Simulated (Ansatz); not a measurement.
## A computed series for hypothetical P6_3/mmc PbI2: pressure series

The parent structure is PbI$_{2}$ in the 2H-MoS2 type structure (space group P6_3/mmc, No. 194; a = 4.398 Å, c = 14.845 Å; a hypothetical phase, not in the database extracts checked).

Cell and atoms are relaxed at each pressure.

The values are results of Ansatz (a program for electronic structure), PBE-D3(BJ), PAW, cutoff 420 eV, scalar-relativistic without spin-orbit coupling, earlier PAW set, not measurements.

| pressure (GPa) | volume per atom (Å³/atom) |
|---|---|
| 0 | 41.440 |
| 0.3 | 40.585 |
| 0.7 | 39.662 |
| 1.5 | 38.162 |
| 3 | ? |
| 5 | 33.959 |
| 7.5 | 31.925 |
| 10 | 30.280 |

Fit the third-order Birch–Murnaghan form P(V) = (3B₀/2)[(V₀/V)^(7/3) − (V₀/V)^(5/3)]·[1 + (3/4)(B₀′ − 4)((V₀/V)^(2/3) − 1)] (squares taken in P) to the rows shown and predict the withheld row.

Least squares on the printed values gives V₀ = 41.276 Å³/atom, B₀ = 17.0 GPa, B₀′ = 4.1; this predicts 36.112 Å³/atom, and the run gives 36.056 Å³/atom, 0.056 lower.

A case with no gap was solved on a k-mesh chosen for an insulator, which is coarse for it. Load acts through the strain it causes; cell and atoms are relaxed under it. Whether these cells are dynamically stable was not tested. No other phases were tried under pressure. All final runs are without spin polarisation.
